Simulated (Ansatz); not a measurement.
Start from IrO2 in the rutile structure (space group P4_2/mnm, No. 136; a = 4.472 Å, c = 3.154 Å).

Computed with PBEsol (Ansatz, a quantum-chemistry and plane-wave program), no SOC, earlier PAW set.

One change was made to it. Results:

The shortest interatomic distance falls by 0.018 Å, from 1.953 Å to 1.935 Å; the band gap remains zero; the c/a ratio grows by 0.0043 (0.705 → 0.710).

Problem. Which change produced these results?
(A) pressure 7.5 GPa
(B) pressure 0.3 GPa
(C) pressure −1 GPa

Solution. A, pressure 7.5 GPa. For comparison, the shortest interatomic distance in the other runs: pressure 0.3 GPa gives 1.952 Å; pressure −1 GPa gives 1.955 Å.

Load acts through the strain it causes; cell and atoms are relaxed under it. Whether these cells are dynamically stable was not tested. Competing high-pressure phases were not computed. No Hubbard U is applied, and correlation can decide whether such a compound is a metal. All final runs are without spin polarisation.
